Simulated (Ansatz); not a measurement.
## Fermi-surface data of HfN under load (space group Immm)

Consider the following.

```yaml
crystal:
  lattice:
    - [0.01043, 2.25427, 2.24962]
    - [2.25427, 0.01043, 2.24962]
    - [2.26470, 2.26470, 0.00000]
  atoms:
    - { symbol: Hf, position: [0.00000, 0.00000, 0.00000] }
    - { symbol: N, position: [0.50000, 0.50000, 0.50000] }
```

Level of theory: PBEsol, rigid bands (plane waves, PAW, scalar-relativistic; Ansatz, a quantum-chemistry and plane-wave program). Condition of this run: uniaxial stress along [110] of -2 GPa (compression positive) (the target of the relaxation). Cell: cell and atoms relaxed with PBEsol, then loaded as said.

The density of states at the Fermi level comes out as 0.603 states/(eV·cell), both spins and the bare Sommerfeld coefficient is 0.71 mJ/(mol of atoms·K²). The drude plasma energy is 9.3 eV and the root-mean-square Fermi velocity comes out as 1.1e6 m/s. The resistivity times τ comes out as 5.7 ×10⁻²² Ω·m·s.

A metal at this level (no band gap); rigid bands, thermally averaged at 300 K, both spins. Spin-orbit coupling is left out, which matters with elements this heavy. τ is one relaxation time for all states.
